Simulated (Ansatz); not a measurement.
**Hypothetical Fm-3m WTe2: biaxial strain +1.38 %, plane normal [001], relaxed out of plane**

Start from WTe2 (space group Fm-3m, No. 225; a = 6.663 Å; a hypothetical phase, not in the database extracts checked; relaxed with 0.1 eV smearing). Axes: x, y, z lie along the cube axes.

Perturbation: tensile biaxial strain of 1.38 % in the plane normal to [001], as in epitaxy on a mismatched substrate; the out-of-plane cell vector and the atoms relax.

Level of theory: DFT with PBE, PAW potentials and a 420 eV plane-wave cutoff in Ansatz (a first-principles code), without spin-orbit coupling. k-mesh 15×15×15 (Γ-centred); smearing 0.1 eV (Fermi–Dirac).

- Volume per atom: 25.00 Å³ (base 24.65 Å³)
- Space group: I4/mmm (No. 139) (base Fm-3m (No. 225))
- Energy relative to the base (free energy F): +4.3 meV/atom
- Pressure (mean of the normal stresses, compression positive): -1.3 GPa (base 0.0 GPa)
- Band gap: zero (base zero)
- Out-of-plane strain: -1.34 %
- Ratio −ε⊥/ε∥: 0.97
- Mean in-plane stress (compression positive): -2.0 GPa

Final structure (turned so that z lies along the plane normal):

```yaml
crystal:
  lattice:
    - [4.77647, 0.00000, 0.00000]
    - [0.00000, 4.77647, 0.00000]
    - [2.38823, -2.38823, 3.28683]
  atoms:
    - { symbol: W, position: [0.00000, 0.00000, 0.00000] }
    - { symbol: Te, position: [0.75000, 0.75000, 0.50000] }
    - { symbol: Te, position: [0.25000, 0.25000, 0.50000] }
```

Cost of the whole job for the changed cell (relaxation, final SCF and bands): around 2.8 core-minutes (rough).

Stability against distortions was not tested. All final runs are without spin polarisation. WTe2 has a high density of states at the Fermi level and may be magnetic at this level.
